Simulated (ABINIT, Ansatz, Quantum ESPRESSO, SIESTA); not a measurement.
# One structure in several programs: HfC (Fm-3m, 2 atoms in the cell)

Self-consistent single point.

```xyz
2
Lattice="0.0000 2.3200 2.3200 2.3200 0.0000 2.3200 2.3200 2.3200 0.0000" Properties=species:S:1:pos:R:3 pbc="T T T"
Hf     0.0000     0.0000     0.0000
C      2.3200     2.3200     2.3200
```

Shared settings, as Ansatz (a first-principles code) writes them: kpoints.mp_grid.grid = 10 10 10; scf.occupations.method = fermi_dirac; scf.occupations.width = 0.0073 Ry. Potentials and cutoffs stand in the table.

```csv
code,model,pressure (GPa),cutoff
Ansatz,"LDA (PW92), default PAW files made with PBE",-10.74,30.9 Ry
SIESTA,"LDA PW92, numerical atomic orbitals DZP, PseudoDojo LDA standard norm-conserving potentials (rewritten from UPF to PSML)",-11.80,grid 400 Ry
Quantum ESPRESSO,"LDA (PZ), GBRV 1.5 ultrasoft (LDA) pseudopotentials",-10.52,40 Ry
ABINIT,"LDA (PW92), PAW (JTH v2.0 LDA PAW)",-10.96,21 Ha
```

On Ansatz's run: spin-orbit coupling is off.

The spread over the programs that give each value: pressure within 1.28 GPa.

SIESTA uses small atom-centred bases, whose incompleteness enters pressures, forces and empty levels differently from a plane-wave cutoff. Ansatz's pressure is given at a fixed set of plane waves, as the other plane-wave codes print theirs; with its correction for the finite basis it is -10.46 GPa (the shift of 0.28 GPa shows how far the cutoff is from converged). The same LDA comes in different parametrisations, which differ slightly. In the pressure, SIESTA (by 1.05) lies more than 1 GPa from the median of the plane-wave programs.

The starting cell has typed, rounded lattice constants, without a prior relaxation at this level.

Left out of this page: GPAW, Elk and FLEUR (not drawn, or without a comparable value).

Keys are those of Ansatz 0.2.
